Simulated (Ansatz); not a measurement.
Ansatz (a quantum-chemistry and plane-wave program) run on Ir (P-3m1, 2 atoms in the cell): relaxation of the atoms.

Level of theory: LDA (PW92), default PAW files made with PBE (plane waves; Ansatz).

The change in words: one atom moved by 0.15 angstrom; relax: default → atoms; relax.f_tol: default → 0.01 eV/Å. Reference geometry:
```yaml
crystal:
  lattice:
    - [2.75963, 0.00000, 0.00000]
    - [-1.37982, 2.38991, 0.00000]
    - [0.00000, 0.00000, 4.47568]
  atoms:
    - { symbol: Ir, position: [0.66667, 0.33333, 0.75000] }
    - { symbol: Ir, position: [0.33333, 0.66667, 0.25000] }
```

Reference input (self-consistent single point, DFT, LDA (PW92), plane waves, default PAW files made with PBE): basis.ecutwfc = 420 eV; kpoints.mp_grid.grid = 14 14 8; hamiltonian.xc = lda; hamiltonian.pseudopotentials = {kind: paw} (the program's default PAW files); scf.occupations.method = gaussian; scf.occupations.width = 0.1 eV. This run's input differs from it in these lines:

```diff
@@ -7,3 +7,3 @@
   atoms:
-    - { symbol: Ir, position: [0.666667, 0.333333, 0.750000] }
+    - { symbol: Ir, position: [0.666667, 0.333333, 0.783514] }
     - { symbol: Ir, position: [0.333333, 0.666667, 0.250000] }
@@ -18,2 +18,4 @@
   occupations: { method: gaussian, width: 0.1 eV }
+relax:
+  f_tol: 0.01
 output:
```

Output (repeated stretches shortened):

```
   [... SCF lines of the steps left out ...]
relax step   1: F+E_penalty+E_count = -23326.39197193 eV  Δ(F+E_penalty+E_count) = +0.000e0 eV  max|allowed force component| = 1.627e0 eV/Å  Δτ_max = 0.0000 Å  (6 SCF iters, dr2 threshold 2.50e-6 eV, accepted)
relax step   2: F+E_penalty+E_count = -23326.50137059 eV  Δ(F+E_penalty+E_count) = -1.094e-1 eV  max|allowed force component| = 4.800e-1 eV/Å  Δτ_max = 0.0979 Å  (6 SCF iters, dr2 threshold 1.00e-4 eV, accepted)
relax step   3: F+E_penalty+E_count = -23326.51236791 eV  Δ(F+E_penalty+E_count) = -1.100e-2 eV  max|allowed force component| = 5.712e-3 eV/Å  Δτ_max = 0.0232 Å  (6 SCF iters, dr2 threshold 1.44e-5 eV, accepted)
relax step   4: F+E_penalty+E_count = -23326.51236791 eV  Δ(F+E_penalty+E_count) = -6.730e-10 eV  max|allowed force component| = 5.690e-3 eV/Å  Δτ_max = 0.0000 Å  (6 SCF iters, accepted)
the relaxation is at rest under the 12 symmetry operations that the run kept from its start: a minimum is not shown …
Stability not checked: this state was not tested for a lower state beside it, because too few of the mixer's solves of this state at the end of the SCF gave a …
Free energy (F): -23326.512368 eV
Internal energy: -23326.498536 eV  (E = F + TS)
E sigma→0 (E₀):  -23326.505452 eV
Entropy (-TS):   -0.013832 eV (-6.916 meV/atom)
Fermi energy:    24.232638 eV
--- Forces (eV/Å), atoms counted from 1 ---
  atom   1  Ir    -0.00000000     0.00000000    -0.00569027
   [... lines left out ...]
--- Relaxed structure (4 steps of the walk, 4 accepted, 0 SCFs on fresh bases) ---
  F+E_penalty+E_count = -23326.51236791 eV   max|allowed force component| = 5.690e-3 eV/Å
  atoms:
    - { symbol: Ir, position: [0.6666666666666666, 0.3333333333333333, 0.7668174234157317] }
    - { symbol: Ir, position: [0.3333333333333333, 0.6666666666666666, 0.2666965765842683] }
```

The run converged.  The full log also holds: “iter 4 did not close the SCF: its close was put off for the readings that it lacked (scf_convergence_deferred on its scf_iter line)”. The full log also holds: “iter 2 did not close the SCF: its close was put off for the readings that it lacked (scf_convergence_deferred on its scf_iter line)”.

Summary of the result:
* **Free energy E − TS (on the zero of these files)**: -23326.5124 eV
* **Fermi level (on the code's own zero)**: 24.23 eV
* **Pressure**: -20.61 GPa
* **Largest force (vector length)**: 0.006 eV/Å
* **Relaxation steps**: 4

The starting cell comes from a database of computed structures (which also holds hypothetical and non-ambient phases and stackings), without a prior relaxation at this level. Its lattice was rescaled by up to half a per cent. For this run, on top of that: one atom moved by 0.15 angstrom. Spin polarisation is off. The relaxation keeps the symmetry of its start, so its end need not be a minimum. Ansatz's pressure includes its estimate of the finite-basis (Pulay) stress.

Keys are those of Ansatz 0.2.
